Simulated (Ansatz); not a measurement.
A periodic model of amorphous La12Si12O42:

```xyz
66
Lattice="9.9734 0.0000 0.0000 0.0000 9.9734 0.0000 0.0000 0.0000 9.9734" Properties=species:S:1:pos:R:3 pbc="T T T"
La     9.5803     9.4757     1.2415
La     7.3361     9.0442     6.6178
La     9.7825     3.4175     1.1334
La     6.4352     1.0390     2.6325
La     0.6741     1.1497     7.5114
La     2.0228     6.3536     3.0795
La     8.8149     4.3124     4.9529
La     3.4755     8.1920     6.3896
La     3.0820     1.2689     0.7108
La     5.3107     4.4716     2.3361
La     2.2744     3.0080     4.5967
La     6.8344     5.2973     8.7119
Si     7.3465     1.5942     9.1352
Si     1.9604     9.8726     4.1251
Si     2.0352     7.8628     9.8637
Si     5.4601     7.7883     2.7737
Si     6.1240     6.4401     5.5036
Si     3.0462     4.9570     9.6772
Si     9.6236     7.5277     8.0250
Si     1.5473     5.2597     6.9604
Si     9.1875     0.8641     4.1434
Si     8.2165     6.3192     2.0296
Si     5.8698     3.5260     5.6824
Si     4.6209     1.4250     7.4997
O      2.4139     1.1121     3.1184
O      4.3994     6.6620     2.3519
O      7.4748     0.5706     0.4472
O      9.6198     7.0844     2.3267
O      5.3426     5.0271     5.1205
O      3.1597     1.3907     8.2123
O      2.6520     8.4141     4.1129
O      4.8799     2.3145     1.6608
O      5.0508     9.2849     2.3929
O      2.7465     5.1677     8.0710
O      5.7417     1.7636     8.6697
O      8.9396     1.5935     2.6729
O      5.6121     7.6489     4.4679
O      0.9964     3.7674     6.5797
O      7.0220     3.8672     6.7716
O      6.4621     2.8636     4.3260
O      2.1992     3.7182     0.3560
O      7.7655     5.0464     2.9810
O      9.7276     1.9043     5.2515
O      8.2582     5.5771     0.5593
O      3.2993     4.3979     3.2825
O      7.7315     6.4164     5.5426
O      9.8894     8.7854     7.0239
O      2.0173     8.9004     1.1348
O      2.8582     8.3010     8.5695
O      0.6097     1.3185     0.0838
O      2.1128     6.0509     5.6578
O      0.3332     9.6534     3.7736
O      0.5586     4.2017     3.3546
O      7.8872     3.0868     9.5687
O      2.1623     0.4494     5.6684
O      5.0844     0.0407     6.7566
O      4.6729     4.9340     9.8710
O      8.1905     0.9330     7.8825
O      6.9734     7.4542     2.1126
O      4.6027     2.6757     6.3338
O      0.3959     7.8770     9.4663
O      5.5530     6.9827     6.9415
O      7.8189     0.0782     4.5277
O      2.3557     6.3255     0.4307
O      8.0290     7.4235     8.3030
O      0.2159     6.0509     7.5612
```

Calculation: PBE, scalar-relativistic without spin-orbit coupling (plane waves to 420 eV, PAW; Ansatz, a first-principles code).

A CHGNet melt-quench gave the starting glass, which DFT then relaxed. O atoms were pushed apart under 1.9 Å during the dynamics, to hinder bonds among them. The hot cell started wider than the set density and was brought back towards it in steps. It is the lowest in DFT energy of 2 quenches. It is a model cell: composition and starting density were chosen by hand, and all elements were melted together. No dispersion term was used. Its density started from a set value of 4.40 and ended at 4.48 g/cm³. The simulated quench (nominally 280 K/ps over its main leg) is rapid and tends to freeze in more defects than a deposited or slowly cooled glass has. A cell of this size samples the disorder only roughly. The volume was free in the relaxation, at fixed shape. Stress components on the final sampling reach 1.4 GPa.

Neighbours within La-La 3.96 Å, La-Si 3.20 Å, La-O 3.02 Å, Si-Si 2.60 Å, Si-O 1.92 Å, O-O 1.58 Å count as bonded. Two cations that share two anions don't count as bonded, nor two that share one unless they lie closer than La-La 3.85 Å, La-Si 3.11 Å, Si-Si 2.38 Å.

Give the coordination numbers, mean bond lengths and angles.


```yaml
Mean coordination of La by anions: 6.67 (4 with 6, 8 with 7)
Mean coordination of Si by anions: 4.00 (12 with 4)
Mean coordination of O: 3.05 (6 with 2, 28 with 3, 8 with 4)
Mean La-O bond: 2.533 Å (spread 0.165 Å, 80 counted)
Mean Si-O bond: 1.647 Å (spread 0.028 Å, 48 counted)
Bond angle at La: mean 100.9°, spread 29.9°
Bond angle at Si: mean 109.4°, spread 4.5°
Bond angle at O: mean 115.1°, spread 17.0°
```

List the pairs of like atoms that count as bonded by the rules above.

There are none by these rules.
